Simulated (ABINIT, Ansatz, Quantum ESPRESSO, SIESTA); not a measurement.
# ScTc3 (Fm-3m, 4 atoms in the cell) computed with different codes at matched settings

Self-consistent single point.

```
CELL_PARAMETERS angstrom
      0.00000     3.12398     3.12398
      3.12398     0.00000     3.12398
      3.12398     3.12398     0.00000
ATOMIC_POSITIONS crystal
  Sc 0.00000 0.00000 0.00000
  Tc 0.25000 0.25000 0.25000
  Tc 0.75000 0.75000 0.75000
  Tc 0.50000 0.50000 0.50000
```

All programs got the same cell, k-point mesh and kind of occupations (in Ansatz's words: kpoints.mp_grid.grid = 7 7 7; scf.occupations.method = gaussian; scf.occupations.width = 0.1 eV); potentials, basis and cutoffs are each program's usual ones.

| code | model | pressure (GPa) | k-points | cutoff |
|---|---|---|---|---|
| SIESTA | GGA PBEsol, numerical atomic orbitals DZP, PseudoDojo PBEsol standard norm-conserving potentials (rewritten from UPF to PSML) | -7.70 | 172 | grid 350 Ry |
| Ansatz | PBEsol, PAW files | -5.38 | 20 | default |
| ABINIT | PBEsol, norm-conserving pseudopotentials (PseudoDojo nc-sr-04 PBEsol standard) | -5.24 | 20 | 84 Ry |
| Quantum ESPRESSO | PBEsol, PseudoDojo standard norm-conserving (PBESOL) pseudopotentials | -5.23 | 20 | 85 Ry |

The spread over the programs that give each value: pressure within 2.47 GPa.

The starting cell comes from a database of computed structures (which also holds hypothetical and non-ambient phases and stackings), without a prior relaxation at this level. On Ansatz's run: Spin polarisation is off. In the base run, with a pressure of about -5 GPa the cell is away from its equilibrium volume at this level.

Why do the programs differ, and what cannot be compared?

Differences of this kind can come from the potentials, where these differ, and from what each basis and cutoff leave unconverged. The zero of total energies and Fermi levels follows the potentials and each program's conventions, so they are not compared here. SIESTA uses small atom-centred bases, whose incompleteness enters pressures, forces and empty levels differently from a plane-wave cutoff. Ansatz's pressure is given at a fixed set of plane waves, as the other plane-wave codes print theirs. The programs reduce the same mesh by symmetry to different extents, which changes the work and not the result. In the pressure, SIESTA (by 2.46) lies more than 1 GPa from the median of the plane-wave programs.

Left out of this page: Elk and FLEUR (not drawn, or without a comparable value).

Ansatz is a first-principles code.

Keys are those of Ansatz 0.2.
